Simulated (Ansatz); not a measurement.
CsCl-type RuAl was calculated with r²SCAN in Ansatz (plane waves, PAW).

Total energies, extrapolated to zero smearing (they compare only within this program, potentials and cutoff):

| system | energy (eV/atom) |
|---|---|
| CsCl-type RuAl, relaxed | -3216.2728 |
| fcc Al | -540.4103 |
| hcp Ru | -5890.7051 |

Work out the enthalpy of formation per atom.

ΔH_f ≈ ΔE = -3216.2728 − [1 × (-540.4103) + 1 × (-5890.7051)]/2 = -0.715 eV/atom (0 K, no vibrations). The reference value is -0.644 ± 0.02 eV/atom (measured, 298 K, copied from a table, unchecked, no zero-point or thermal correction; as tabulated in Wang et al. (2021), doi:10.1038/s41598-021-94550-5), a difference of -0.071 eV/atom.

The PAW data were made under PBE.

Ansatz is a quantum-chemistry and plane-wave program.
